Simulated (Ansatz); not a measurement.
Consider VO₂ in the rutile structure (space group P4_2/mnm, No. 136; a = 4.584 Å, c = 2.839 Å; ferromagnetic). Axes: x, y, z lie along a, b, c of the conventional cell.

Computed with PBE/PAW in Ansatz (a program for electronic structure), without spin-orbit coupling.

Before the change:

```
Item                                   Value
-----------------------------  -------------
Pressure                             0.0 GPa
Shortest interatomic distance        1.922 Å
Largest site moment                  0.83 μB
Magnetic state                 ferromagnetic
```

Modification: tensile biaxial strain of 4.64 % in the plane normal to [001], as in epitaxy on a mismatched substrate; the out-of-plane cell vector and the atoms relax.

Q: What happens to the pressure?

A: The pressure (mean of the normal stresses, compression positive) goes from zero to -9.8 GPa.

Q: Predict the new shortest interatomic distance.

A: The shortest interatomic distance drops by 0.003 Å (1.922 Å → 1.919 Å).

Q: What happens to the largest site moment?

A: The largest site moment is still 0.83 μB.

Q: How does this affect the magnetic state?

A: The magnetic state remains ferromagnetic.

The magnetic state is the one reached from the starting moments; the real material's order can differ, and small cells can't hold many antiferromagnetic ones. Without a gap, meshes like the base's 10×10×16 leave anisotropic stresses uncertain by several tenths of a GPa, and small strain energies with them. Stability against distortions was not tested. No Hubbard U is applied, and correlation can decide whether such a compound is a metal.
